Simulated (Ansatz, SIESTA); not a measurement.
**Code comparison for LaOs2 (P1, 6 atoms in the cell)**

Self-consistent single point, at a second geometry (atoms moved at random). First geometry:

```
LaOs2
1.0
    0.00000     3.79508     3.79508
    3.79508     0.00000     3.79508
    3.79508     3.79508     0.00000
La Os
2 4
Direct
  0.75000   0.75000   0.75000
  0.50000   0.50000   0.50000
  0.12500   0.62500   0.12500
  0.12500   0.12500   0.12500
  0.62500   0.12500   0.12500
  0.12500   0.12500   0.62500
```

Second geometry:
```
CELL_PARAMETERS angstrom
      0.00000     3.79508     3.79508
      3.79508     0.00000     3.79508
      3.79508     3.79508     0.00000
ATOMIC_POSITIONS crystal
  La 0.74474 0.74879 0.74363
  La 0.49962 0.51418 0.50040
  Os 0.12314 0.62658 0.12166
  Os 0.11561 0.13393 0.13172
  Os 0.63585 0.10725 0.12881
  Os 0.13105 0.11926 0.62378
```

Shared settings, as Ansatz (a program for electronic structure) writes them: kpoints.mp_grid.grid = 7 7 7; scf.occupations.method = fermi_dirac; scf.occupations.width = 0.01 Ry. Potentials and cutoffs stand in the table.

```json
[
 {"code": "SIESTA", "model": "GGA PBEsol, numerical atomic orbitals TZP, PseudoDojo PBEsol standard norm-conserving potentials (rewritten from UPF to PSML)", "ΔF from the first geometry (meV/atom)": "19.3", "pressure (GPa)": "11.91", "largest force (eV/Å)": "1.288", "cutoff": "grid 400 Ry"},
 {"code": "Ansatz", "model": "PBEsol, PAW files made with PBE", "ΔF from the first geometry (meV/atom)": "13.7", "pressure (GPa)": "6.42", "largest force (eV/Å)": "0.899", "cutoff": "default"}
]
```

Size of the force on each atom (eV/Å): Sizes of forces hide their directions.

| code | La1 | La2 | Os3 | Os4 | Os5 | Os6 |
|---|---|---|---|---|---|---|
| SIESTA | 0.707 | 1.288 | 0.427 | 0.376 | 0.902 | 0.505 |
| Ansatz | 0.473 | 0.899 | 0.319 | 0.285 | 0.659 | 0.385 |

On Ansatz's run: spin-orbit coupling is off. Spin polarisation is off.

The spread over the programs that give each value: ΔF from the first geometry within 5.6 meV/atom; pressure within 5.49 GPa; largest force within 0.389 eV/Å.

SIESTA uses small atom-centred bases, whose incompleteness enters pressures, forces and empty levels differently from a plane-wave cutoff. Ansatz's pressure is given at a fixed set of plane waves, as the other plane-wave codes print theirs; with its correction for the finite basis it is 6.48 GPa.

The starting cell comes from a database of computed structures (which also holds hypothetical and non-ambient phases and stackings), without a prior relaxation at this level. Its lattice was rescaled by a random factor within 2.5 % of one. For this run, on top of that: atoms moved at random.

Keys are those of Ansatz 0.2.
